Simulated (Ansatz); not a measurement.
Given:

```
CELL_PARAMETERS angstrom
      0.00000     2.85647     2.81340
      2.85647     0.00000     2.81340
      2.85647     2.85647     0.00000
ATOMIC_POSITIONS crystal
  Ga 0.00000 0.00000 0.00000
  As 0.25000 0.25000 0.25000
```

Method: r2SCAN with spin-orbit coupling, rigid bands (plane waves, PAW; Ansatz, a program for electronic structure). Condition of this run: biaxial stress xx = yy = -1 GPa (compression positive) (the target of the relaxation). Geometry: cell and atoms relaxed with r2SCAN, then loaded as said.

Q: What conductivity effective mass do dilute holes have at 300 K?

A: 0.41 (x), 0.41 (y), 0.29 (z) mₑ.

Q: Predict the electron conductivity mass (n e² τ/σ) at 300 K, by direction if it differs.

A: 0.055 (x), 0.055 (y), 0.052 (z) mₑ.

Q: And the band gap?

A: 0.75 eV at this level; semilocal functionals usually fall short of the measured gap.

Rigid bands, one relaxation time for all states, no polarons.
